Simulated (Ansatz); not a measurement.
## Effect of biaxial strain +3.91 %, plane normal [001], relaxed out of plane on WC

Take WC (space group P-6m2, No. 187; a = 2.912 Å, c = 2.836 Å) as the base. Axes: x lies along a and z along c of the hexagonal cell.

One thing is altered: biaxial strain +3.91 %, plane normal [001], relaxed out of plane (Cartesian); in-plane vectors clamped, the third vector and the atoms free.

All numbers come from r2SCAN in Ansatz (plane waves to 500 eV, PAW, no SOC). k-mesh 18×18×16 (Γ-centred); smearing 0.05 eV (Fermi–Dirac).

The space group stays P-6m2 (No. 187) and the shortest interatomic distance goes up by 3.9 pm (220.0 pm → 223.9 pm). The band gap is still zero and the out-of-plane strain comes out as -1.26 % (rough). The mean in-plane stress (compression positive) is -30.0 GPa (rough).

Final structure (turned so that z lies along the plane normal):

```xyz
2
Lattice="3.0260 0.0000 0.0000 1.5130 2.6206 0.0000 0.0000 0.0000 2.8004" Properties=species:S:1:pos:R:3 pbc="T T T"
W      0.0000     0.0000     0.0000
C      3.0260     1.7471     1.4002
```

Cost of the whole job for the changed cell (relaxation, final SCF and bands): very roughly 2.4 core-minutes.

Without a gap, meshes like the base's 18×18×16 leave anisotropic stresses uncertain by several tenths of a GPa, and small strain energies with them. No phonon test of stability was made. All final runs are without spin polarisation.

Ansatz is a first-principles code.
